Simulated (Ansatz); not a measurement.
The reference is Ga$_{2}$O$_{3}$ in the corundum structure (space group R-3c, No. 167; a = 4.9499 Å, c = 13.3058 Å (hexagonal axes)). Axes: x lies along a and z along c of the hexagonal cell.

Computed with Kohn–Sham DFT with the LDA functional, run in Ansatz (a program for electronic structure) with PAW and 420 eV plane waves, spin-orbit coupling left out.

Strains are applied to the cell and any free atomic positions relax.

One change was made to it. Results:

```tsv
quantity	base	after
energy relative to the base (free energy F)	0 meV/atom	+0.6 meV/atom
band gap	3.04 eV	3.11 eV
```

### Question
What was done to the base?
A. uniaxial strain ε_zz = −0.75 %
B. uniaxial strain ε_zz = −1.50 %
C. uniaxial strain ε_zz = −2.25 %

### Answer
A, uniaxial strain ε_zz = −0.75 %. For comparison, the band gap in the other runs: uniaxial strain ε_zz = −1.50 % gives 3.17 eV; uniaxial strain ε_zz = −2.25 % gives 3.23 eV.

No phonon test of stability was made.
